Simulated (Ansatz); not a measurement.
Base system: BN in the zinc blende structure (space group F-43m, No. 216).

```
CELL_PARAMETERS angstrom
      0.00000     1.80486     1.80486
      1.80486     0.00000     1.80486
      1.80486     1.80486     0.00000
ATOMIC_POSITIONS crystal
  B  0.00000 0.00000 0.00000
  N  0.25000 0.25000 0.25000
```

Cartesian axes are those of the cell as printed.

Calculations: r2SCAN/PAW in Ansatz (an electronic-structure program), no spin-orbit coupling.

Strains are applied to the cell and any free atomic positions relax.

One change was made to it. Results:

```json
[
 {"quantity": "valley order (the lowest conduction-band minima on the path, energy above the VBM, named in the base's zone)", "base": "X along ⟨100⟩ 5.00 eV", "after": "X along [001] 4.84 eV; X along [010] 4.92 eV"},
 {"quantity": "pressure (mean of the normal stresses, compression positive)", "base": "0.00 GPa", "after": "0.53 GPa"}
]
```

**Question.** Name the change that was made.
A. tensor shear ε_xy = +0.29 %
B. tensor shear ε_xy = +1.14 %
C. tensor shear ε_xy = +0.57 %
D. tensor shear ε_xy = +1.71 %

**Answer.** D, tensor shear ε_xy = +1.71 %. For comparison, the valley order in the other runs: tensor shear ε_xy = +0.29 % gives X along [001] 4.99 eV; X along [010] 4.99 eV; tensor shear ε_xy = +1.14 % gives X along [001] 4.91 eV; X along [010] 4.95 eV; tensor shear ε_xy = +0.57 % gives X along [001] 4.97 eV; X along [010] 4.98 eV.

The levels and masses belong to the bands next to the band gap. No phonon test of stability was made.
